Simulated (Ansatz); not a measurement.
**hypothetical P4_2/mnm AlN with two functionals, pressure −1 GPa**

Start from AlN (space group P4_2/mnm, No. 136; a = 5.330 Å, c = 3.122 Å; a hypothetical phase, not in the database extracts checked).

(Cell as relaxed with PBE.)

Levels (all Ansatz, an electronic-structure program, PAW): PBE (420 eV, no spin-orbit coupling); PBEsol (420 eV, spin-orbit coupling left out).

Each level relaxes its own structure.

```json
[
 {"base": "volume per atom", "PBE": "11.08 Å³", "PBEsol": "10.89 Å³"},
 {"base": "lattice parameter a", "PBE": "5.330 Å", "PBEsol": "5.294 Å"},
 {"base": "band gap", "PBE": "3.73 eV", "PBEsol": "3.75 eV"}
]
```

Now apply this change: a negative pressure, −1 GPa.

| quantity | PBE | PBEsol |
|---|---|---|
| band gap | 3.69 eV | 3.71 eV |
| smallest direct gap | 3.70 eV | 3.73 eV |
| electron mass | 0.33 mₑ along c, 0.31 mₑ across (at Γ) | 0.34 mₑ along c, 0.32 mₑ across (at Γ) |

PBE's band gap lies 0.02 eV below PBEsol's; PBE's smallest direct gap lies 0.03 eV below PBEsol's. Neither level is exact; PBEsol is the comparison here, not a measurement.

Load acts through the strain it causes; cell and atoms are relaxed under it. Effective masses come from finite differences of ±0.01 Å⁻¹. No phonon test of stability was made.
